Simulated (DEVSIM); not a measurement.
Device: Cr/SiO2/n-Si capacitor, at 300 K.

```csv
layer (left to right),material,thickness (nm),Nd (cm⁻³)
1,SiO2,2.30,-
2,Si,650,7.9e17
```

Metal gate on the left, work function 4.5 eV. Fixed charge at the semiconductor interface -4.9e10 cm⁻² (in units of +e); interface traps 3.5e10 cm⁻² eV⁻¹, uniform in energy, neutral level at 0.3 of the gap above the valence band.

Constants are typed, rounded textbook-type inputs, not results; the design itself was drawn at random and stands for no fabricated device. Values at 300 K.

| parameter | SiO2 | Si |
|---|---|---|
| gap (eV) | 9 | 1.124 |
| affinity (eV) | 0.9 | 4.05 |
| permittivity | 3.9 | 11.7 |
| Nc (cm⁻³) | - | 2.86e19 |
| Nv (cm⁻³) | - | 3.1e19 |

DEVSIM, 1D Poisson equation in equilibrium, Boltzmann statistics, complete ionisation; no quantum confinement or tunnelling. Metal contacts follow the ideal Schottky-Mott rule: no Fermi-level pinning, no interface dipoles.

Task: Tabulate band edges, carrier densities and field at -0.5 V on the gate.

Result: Energies count from the Fermi level of the right contact; mesh points crowd at the junctions.

| x (μm) | Ec (eV) | Ev (eV) | n (cm⁻³) | p (cm⁻³) | field (V/cm) |
|---|---|---|---|---|---|
| 0.000 | 4.100 | -4.900 | < 1e2 | < 1e2 | -1100000 |
| 0.0006719 | 4.026 | -4.974 | < 1e2 | < 1e2 | -1100000 |
| 0.001304 | 3.956 | -5.044 | < 1e2 | < 1e2 | -1100000 |
| 0.001967 | 3.883 | -5.117 | < 1e2 | < 1e2 | -1100000 |
| 0.003004 | 0.671 | -0.453 | 1.6e8 | 7.5e11 | -370000 |
| 0.004453 | 0.619 | -0.505 | 1.2e9 | 1.0e11 | -350000 |
| 0.007027 | 0.533 | -0.591 | 3.2e10 | 3.6e9 | -320000 |
| 0.01395 | 0.342 | -0.782 | 5.2e13 | 2200000 | -230000 |
| 0.02389 | 0.170 | -0.954 | 4.0e16 | 2900 | -110000 |
| 0.04292 | 0.095 | -1.029 | 7.3e17 | 160 | -4300 |
| 0.07534 | 0.093 | -1.031 | 7.9e17 | 150 | ≈ 0 |
| 0.1625 | 0.093 | -1.031 | 7.9e17 | 150 | ≈ 0 |
| 0.2877 | 0.093 | -1.031 | 7.9e17 | 150 | ≈ 0 |
| 0.4432 | 0.093 | -1.031 | 7.9e17 | 150 | ≈ 0 |
| 0.5568 | 0.093 | -1.031 | 7.9e17 | 150 | ≈ 0 |
| 0.5990 | 0.093 | -1.031 | 7.9e17 | 150 | ≈ 0 |
| 0.6228 | 0.093 | -1.031 | 7.9e17 | 150 | ≈ 0 |
| 0.6362 | 0.093 | -1.031 | 7.9e17 | 150 | ≈ 0 |
| 0.6455 | 0.093 | -1.031 | 7.9e17 | 150 | ≈ 0 |
| 0.6490 | 0.093 | -1.031 | 7.9e17 | 150 | ≈ 0 |
| 0.6510 | 0.093 | -1.031 | 7.9e17 | 150 | ≈ 0 |
| 0.6523 | 0.093 | -1.031 | 7.9e17 | 150 | ≈ 0 |
